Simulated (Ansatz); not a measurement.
The reference is Ir in the fcc (Cu type) structure (space group Fm-3m, No. 225; a = 3.872 Å; relaxed with 0.1 eV smearing).

Calculations: plane-wave PAW DFT at the PBE level (Ansatz, a quantum-chemistry and plane-wave program, 420 eV), spin-orbit coupling left out.

Strains are applied to the cell and any free atomic positions relax.

One change was made to it. Results:

| quantity | base | after |
|---|---|---|
| pressure | 0.0 GPa | 5.4 GPa |
| energy relative to the base (free energy F) | 0 meV/atom | +3.6 meV/atom |

Problem. Which of these changes matches the shifts?
A) isotropic strain +3.00 %
B) isotropic strain −3.00 %
C) isotropic strain −0.50 %

Solution. C, isotropic strain −0.50 %. For comparison, the energy relative to the base in the other runs: isotropic strain +3.00 % gives +112 meV/atom; isotropic strain −3.00 % gives +144 meV/atom.

Whether these cells are dynamically stable was not tested. All final runs are without spin polarisation.
